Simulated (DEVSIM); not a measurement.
Structure: TaN/La2O3/n-Si capacitor, at 300 K.

Layer 1 from the left is La2O3, thickness (nm) 4.10. Layer 2 from the left is Si, thickness (nm) 2500, Nd (cm⁻³) 5.1e16.

Metal gate on the left, work function 4.4 eV. Fixed charge at the semiconductor interface 2.8e12 cm⁻² (in units of +e); no interface traps.

Constants are typed, rounded textbook-type inputs, not results; the design itself was drawn at random and stands for no fabricated device. Values at 300 K.

La2O3: gap (eV) 5.8, affinity (eV) 1.8, permittivity 27. Si: gap (eV) 1.124, affinity (eV) 4.05, permittivity 11.7, Nc (cm⁻³) 2.86e19, Nv (cm⁻³) 3.1e19.

Estimate by hand the flat-band voltage, the threshold voltage, and compare with a numerical solution.


- Flat-band voltage: C = 5.83 μF/cm², work-function difference 0.186 V; VFB = φms − qNf/C = 0.11 V; numerical 0.11 V.
- Threshold voltage: φF = 0.397 V, depletion charge √(4εqNφF) = 1.16e-7 C/cm²; VT = VFB − 2φF − Qd/C = -0.71 V; numerical -0.71 V.

DEVSIM, 1D Poisson equation in equilibrium, Boltzmann statistics, complete ionisation; no quantum confinement or tunnelling. Metal contacts follow the ideal Schottky-Mott rule: no Fermi-level pinning, no interface dipoles.
